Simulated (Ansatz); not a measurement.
Take CsBr in the CsCl type structure (space group Pm-3m, No. 221; a = 4.323 Å) as the base. Axes: x, y, z lie along the cube axes.

Computed with r2SCAN in Ansatz (plane waves to 500 eV, PAW, no spin-orbit coupling).

For the base:

```
Quantity   Result
--------  -------
Band gap  5.19 eV
```

Perturbation: a free-standing slab of 6 layers (12 atoms, 2 a layer) is cut normal to [110], with 15 Å of vacuum and the in-plane cell held at bulk.

**Question.** What does the calculation give for the change of the spacing d12 from its bulk value of 3.057 Å, band gap, excess energy per area of both faces, valence-band top at Γ and gap character after the change?

**Answer.** The change of the spacing d12 from its bulk value of 3.057 Å is -1.7 %; the band gap decreases by 0.50 eV to 4.69 eV; the excess energy per area of both faces (slab less bulk energy over the cell's area: twice a surface energy) amounts to 0.34 J/m²; the valence-band top at Γ (three highest levels, from the VBM) comes out as 0.00, 0.00, -0.32 eV; the gap character comes out as direct at Γ.

Slab and bulk use different k-meshes, which limits the precision of the excess energy. No phonon test of stability was made. Labels are those of the standard path for the cell's own space group.

Ansatz is a first-principles code.
